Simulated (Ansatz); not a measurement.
The structure below was relaxed with PBEsol (Ansatz, a program for electronic structure, PAW, no spin-orbit coupling).

```yaml
crystal:
  lattice:
    - [-3.20645, 3.20645, 6.40372]
    - [3.20645, -3.20645, 6.40372]
    - [3.20645, 3.20645, -6.40372]
  atoms:
    - { symbol: Sb, position: [0.25000, 0.75000, 0.50000] }
    - { symbol: Sb, position: [0.75000, 0.25000, 0.50000] }
    - { symbol: As, position: [0.00000, 0.00000, 0.00000] }
    - { symbol: Sb, position: [0.50000, 0.50000, 0.00000] }
    - { symbol: In, position: [0.64071, 0.64071, 0.52297] }
    - { symbol: In, position: [0.11774, 0.11774, 0.47703] }
    - { symbol: In, position: [0.35929, 0.88226, 0.00000] }
    - { symbol: In, position: [0.88226, 0.35929, 0.00000] }
```

### Question
Find the space group and the Wyckoff positions.

### Answer
Space group I-42m (No. 121); a = 6.4129 Å, b = 6.4129 Å, c = 12.8074 Å, α = 90.00°, β = 90.00°, γ = 90.00°

| atom | site | symmetry | x | y | z |
|---|---|---|---|---|---|
| Sb | 4d | -4.. | 0.0000 | 0.5000 | 0.2500 |
| As | 2a | -42m | 0.0000 | 0.0000 | 0.0000 |
| Sb | 2b | -42m | 0.0000 | 0.0000 | 0.5000 |
| In | 8i | ..m | 0.2615 | 0.2615 | 0.3792 |

These are small ordered cells, not random alloys; other orderings at the same x differ. Stability against distortions was not tested. The final runs are not spin-polarised. The cell was made from InSb by this change: x(As) = 0.25, 8 atoms, I-42m.
